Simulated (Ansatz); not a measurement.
The reference is PbI₂ in the 2H-MoS2 type structure (space group P6_3/mmc, No. 194; a hypothetical phase, not in the database extracts checked).

```
PbI2
1.0
    4.39769     0.00000     0.00000
   -2.19884     3.80851     0.00000
    0.00000     0.00000    14.84532
Pb I
2 4
Cartesian
  0.00000   2.53900  11.13399
  2.19884   1.26950   3.71133
  0.00000   2.53900   1.66441
  2.19884   1.26950   9.08708
  2.19884   1.26950  13.18091
  0.00000   2.53900   5.75825
```

Level of theory: PBE-D3(BJ), PAW, 420 eV (Ansatz, an electronic-structure program; scalar-relativistic without spin-orbit coupling), earlier PAW set.

Before the change:

```
Item                           Value
-------------------  ---------------
Band gap                     1.99 eV
Lattice parameter a          4.398 Å
Gap character        indirect, Γ → K
```

The change: every I is replaced by Cl; the structure is relaxed again.

Problem. Predict the new band gap.

Solution. The band gap rises by 1.12 eV, from 1.99 eV to 3.11 eV.

Problem. How does this affect the lattice parameter a?

Solution. The lattice parameter a shrinks by 0.257 Å to 4.141 Å.

Problem. How does this affect the gap character?

Solution. The gap character changes from indirect, Γ → K to indirect, H → M.

With I and Pb present, leaving out spin-orbit coupling can change the band edges. Whether these cells are dynamically stable was not tested. As relaxed here, PbCl2 is a hypothetical phase, not in the database extracts checked.
